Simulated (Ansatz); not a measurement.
## Carrier properties of Si (I4_1/amd)

```
CELL_PARAMETERS angstrom
      0.00000     2.75012     2.68977
      2.75012     0.00000     2.68977
      2.75012     2.75012     0.00000
ATOMIC_POSITIONS crystal
  Si 0.25000 0.25000 0.25000
  Si 0.00000 0.00000 0.00000
```

Calculation: PBEsol with spin-orbit coupling, rigid bands (plane waves, PAW; Ansatz, a program for electronic structure). Condition of this run: biaxial stress xx = yy = -2 GPa (compression positive) (the target of the relaxation). Geometry: cell and atoms relaxed with PBEsol, then loaded as said.

| Quantity | Value |
|---|---|
| band gap | 0.26 eV |
| electron conductivity mass (300 K, dilute) | 0.21 (x), 0.21 (y), 0.95 (z) mₑ |
| effective density of states N_c (300 K) | 1.0e19 cm⁻³ |
| density-of-states mass, electrons | 0.55 mₑ |
| Seebeck coefficient, n-type 1e19 cm⁻³, 300 K | -221 μV/K |

Rigid bands; masses and Seebeck coefficients take one relaxation time τ for all states and one kind of carrier; polarons and phonon drag are left out.
